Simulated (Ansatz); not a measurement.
The starting structures come from a database of crystals and need not be the phases stable at ambient conditions.

Tunnelling through a barrier is set by its complex band structure: the current falls as exp(−2κd) with the smallest κ.

```
AuKPSe3
1.0
    7.23959     0.00000     0.00000
    3.45334     6.36287     0.00000
    2.94407     1.75188     7.49516
K P Se Au
2 2 6 2
Direct
  0.29818   0.29818   0.74511
  0.70182   0.70182   0.25489
  0.97570   0.97570   0.65000
  0.02430   0.02430   0.35000
  0.78603   0.78603   0.79797
  0.21397   0.21397   0.20203
  0.82188   0.32280   0.67515
  0.17812   0.67720   0.32485
  0.67720   0.17812   0.32485
  0.32280   0.82188   0.67515
  0.74308   0.25692   0.00000
  0.25692   0.74308   0.00000
```

Space group of this cell: C2/m. The cell is taken as given; by PBEsol its mean pressure is -2.2 GPa.

Transport runs along the normal of the first two printed cell vectors.

No gap correction and no spin-orbit coupling; mid-gap values are interpolated between computed energies.

**Question.** Predict the band gap and the smallest decay constant κ at mid-gap from Ansatz (a first-principles code) with PBEsol.

**Answer.** Gap 0.86 eV on a 6×6×4 mesh; κ = 0.202 1/Å, at (0.333, 0.333) of the in-plane reciprocal vectors. At the zone centre, at the nearest computed energy, the slowest state has κ = 0.25 1/Å.
